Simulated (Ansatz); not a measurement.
Model glasses of amorphous HfO2, 56 to 61 atoms (Hf18O36 before any change). Each row is one cell at a composition chosen by hand, melted whole on the CHGNet potential with the anions pushed apart under 1.9 Å, quenched within some picoseconds, far faster than a real film, and relaxed with PBE, scalar-relativistic without spin-orbit coupling (plane waves to 420 eV, PAW; Ansatz, a program for electronic structure). Each is the lower in DFT energy of 2 quenches. Cycles of charging and discharging were tried on some cells ahead of these points, and a cell that came back lower was taken. The column on the box says what of it was relaxed with the atoms; held means as the quench left it. Cells that kept moments or hold spare charge are left out.

Formal charges balance in every cell, with the guest at the charge named. Neighbours are the O atoms within a cut-off of 1.2 times the sum of covalent radii (1.1 times for W, Lu, La); the radius is Shannon's ionic radius for that charge at the coordination found, taken on a straight line between listed coordinations where the table lacks it, averaged where a cell holds several guest atoms. The coordination is that of the cell taken. The cells ran without spin polarisation.

```json
[
 {"guest": "P5+", "change of the cell": "+5 O, +2 P", "box": "volume and shape", "cut-off (Å)": "2.08", "O neighbours": "4, 4", "ionic radius (Å)": "0.17", "mean guest-O distance (Å)": "1.56"},
 {"guest": "Al3+", "change of the cell": "+2 Al, +3 O", "box": "shape", "cut-off (Å)": "2.24", "O neighbours": "5, 4", "ionic radius (Å)": "0.44", "mean guest-O distance (Å)": "withheld"},
 {"guest": "W6+", "change of the cell": "+3 O, +1 W", "box": "volume and shape", "cut-off (Å)": "2.51", "O neighbours": "5", "ionic radius (Å)": "0.51", "mean guest-O distance (Å)": "1.87"},
 {"guest": "Lu3+", "change of the cell": "+2 Lu, +3 O", "box": "volume and shape", "cut-off (Å)": "2.78", "O neighbours": "6, 6", "ionic radius (Å)": "0.86", "mean guest-O distance (Å)": "2.29"},
 {"guest": "La3+", "change of the cell": "+2 La, +3 O", "box": "volume", "cut-off (Å)": "3.00", "O neighbours": "8, 6", "ionic radius (Å)": "1.10", "mean guest-O distance (Å)": "2.55"},
 {"guest": "Ba2+", "change of the cell": "+1 Ba, +1 O", "box": "shape", "cut-off (Å)": "3.37", "O neighbours": "8", "ionic radius (Å)": "1.42", "mean guest-O distance (Å)": "2.81"}
]
```

Question: Fit a straight line of the last column on the one before it through the 5 full rows, and predict the withheld value for Al3+.

Answer: Means: x = 0.812, y = 2.216. Slope = Σ(Δx Δy) / Σ(Δx²) = 0.9865 / 0.9583 = 1.029; intercept = 2.216 − (1.029) × 0.812 = 1.380 Å; r.m.s. residual 0.029 Å. Prediction: 1.380 + (1.029) × 0.44 = 1.83 Å. The run gave 1.83 Å, a miss of 0.00 Å, within the residual.

Question: What would hard spheres give for this line?

Answer: A slope of 1 and an intercept at the radius of O2−, 1.35 Å for two neighbours to 1.40 Å for six in Shannon's table; the fit has 1.029 and 1.380 Å.
